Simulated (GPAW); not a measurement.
GPAW run on Al2Cu (I4/mcm, 6 atoms in the cell): self-consistent single point.

Level of theory: LDA (Perdew-Wang 92), GPAW PAW datasets LDA (gpaw-data 1.0.1) (plane waves; GPAW).

```
Al2Cu
1.0
   -2.99890     2.99890     2.39274
    2.99890    -2.99890     2.39274
    2.99890     2.99890    -2.39274
Al Cu
4 2
Direct
  0.84139   0.65861   0.50000
  0.15861   0.34139   0.50000
  0.65861   0.15861   0.81722
  0.34139   0.84139   0.18278
  0.25000   0.25000   0.00000
  0.75000   0.75000   0.00000
```

Reference input (self-consistent single point, DFT PBE, plane waves, GPAW PAW datasets PBE (gpaw-data 1.0.1)): mode = pw; ecut = 800 eV; xc = PBE; kpts = 6 6 6; mesh shift (steps) = 0 0 0; occupations.name = methfessel-paxton; occupations.width = 0.272 eV; occupations.order = 0; nbands = -10; convergence.density = 1e-05 e/electron; convergence.energy = 1e-05 eV/electron; symmetry.symmorphic = false. This run's input differs from it in these lines:

```diff
@@ -17,3 +17,3 @@
 calc = GPAW(mode=PW(800),
-            xc='PBE',
+            xc='LDA',
             kpts={'size': (6, 6, 6), 'gamma': True},
```

Its files differ too (potentials: GPAW PAW datasets LDA (gpaw-data 1.0.1)).

Log, with long lists cut:

```
     iter     time        total  log10-change:
                         energy   eigst   dens
iter:   1 --:--:--   -32.662300
iter:   2 --:--:--   -29.319559   -1.31  -0.97
iter:   3 --:--:--   -27.572028   -0.77  -1.08
iter:   4 --:--:--   -27.562174   -1.12  -1.24
iter:   5 --:--:--   -27.621304   -1.73  -1.42
   [... 2 lines left out ...]
iter:   8 --:--:--   -27.278291   -1.43  -1.79
iter:   9 --:--:--   -27.278312   -3.20  -2.67
iter:  10 --:--:--   -27.277499   -4.24  -2.68
iter:  11 --:--:--   -27.277559   -4.21  -2.77
iter:  12 --:--:--   -27.277354c  -4.80  -3.14
iter:  13 --:--:--   -27.277392c  -4.87  -3.35
iter:  14 --:--:--   -27.277374c  -5.05  -3.45
iter:  15 --:--:--   -27.277359c  -5.98  -3.69
iter:  16 --:--:--   -27.277359c  -6.64  -3.83
iter:  17 --:--:--   -27.277355c  -6.59  -3.85
iter:  18 --:--:--   -27.277358c  -6.50  -3.94
iter:  19 --:--:--   -27.277353c  -6.12  -4.03
iter:  20 --:--:--   -27.277353c  -7.14  -4.10
iter:  21 --:--:--   -27.277353c  -8.20c -4.35
iter:  22 --:--:--   -27.277353c  -8.11c -4.40
iter:  23 --:--:--   -27.277354c  -7.97c -4.73
iter:  24 --:--:--   -27.277354c  -9.10c -4.87
iter:  25 --:--:--   -27.277354c  -9.52c -4.92
iter:  26 --:--:--   -27.277354c  -9.03c -5.07c
Converged after 26 iterations.

Dipole moment: (0.000000, -0.000000, 0.000000) |e|*Ang

Energy contributions relative to reference atoms: (reference = -116215.879324)

Kinetic:        -12.077005
Potential:      +14.071814
External:        +0.000000
XC:             -29.364747
Entropy (-ST):   -0.067437
Local:           +0.126303
SIC:             +0.000000
--------------------------
Free energy:    -27.311072
Extrapolated:   -27.277354

Showing only first 2 kpts
 Kpt  Band  Eigenvalues  Occupancy
  0    15      6.41490    2.00000
  0    16      6.41490    2.00000
  0    17      6.77914    1.99998
  0    18      7.35288    1.80256

  1    15      6.14750    2.00000
  1    16      6.64023    2.00000
  1    17      6.96311    1.99909
  1    18      8.30774    0.00024

Fermi level: 7.60078

No gap
   [... lines left out ...]
  0 Al    0.04024   -0.04024   -0.00000
  1 Al   -0.04024    0.04024   -0.00000
  2 Al    0.04024    0.04024    0.00000
  3 Al   -0.04024   -0.04024   -0.00000
  4 Cu   -0.00000    0.00000   -0.00000
  5 Cu   -0.00000    0.00000    0.00000

Stress tensor:
     0.019114     0.000000    -0.000000
     0.000000     0.019114     0.000000
    -0.000000     0.000000     0.002046
Stress (GPa, Voigt): [ 3.0624  3.0624  0.3278  0.     -0.      0.    ]
```

The run converged in 26 iterations. GPAW prints stress with tension positive. Against the reference run the pressure goes from 4.68 to -2.15 GPa and the largest force moves little (0.056 to 0.057 eV/Å).

The starting cell comes from a database of computed structures (which also holds hypothetical and non-ambient phases and stackings), without a prior relaxation at this level. Spin polarisation is off.

Cost on one core of a shared machine: roughly 2 min.
